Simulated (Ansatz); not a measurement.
## Mg: response to strain

Consider Mg in the hcp (Mg type) structure (space group P6_3/mmc, No. 194; a = 3.1751 Å, c = 5.1628 Å; relaxed with 0.1 eV smearing).

Strains are applied to the cell and any free atomic positions relax.

Calculations: Ansatz (a program for electronic structure), PBEsol, PAW, cutoff 420 eV, scalar-relativistic without spin-orbit coupling.

Notes on the quantities. energy relative to the base: free energy F.

```tsv
change	energy relative to the base	shortest interatomic distance
base	0 meV/atom	5.983 bohr
isotropic strain −3.00 %	+23 meV/atom	5.804 bohr
isotropic strain −2.00 %	[?]	5.863 bohr
isotropic strain −1.50 %	[?]	5.893 bohr
isotropic strain −0.50 %	+0.6 meV/atom	5.953 bohr
isotropic strain +0.50 %	+0.6 meV/atom	6.013 bohr
isotropic strain +1.00 %	+2.3 meV/atom	6.043 bohr
isotropic strain +1.50 %	[?]	6.073 bohr
isotropic strain +2.50 %	+14 meV/atom	6.133 bohr
isotropic strain +3.00 %	[?]	6.163 bohr
```

Question: What belongs in the blanks?

Answer: 
- isotropic strain −2.00 %, energy relative to the base: +10 meV/atom
- isotropic strain −1.50 %, energy relative to the base: +5.5 meV/atom
- isotropic strain +1.50 %, energy relative to the base: +5.1 meV/atom
- isotropic strain +3.00 %, energy relative to the base: +19 meV/atom

No phonon test of stability was made.
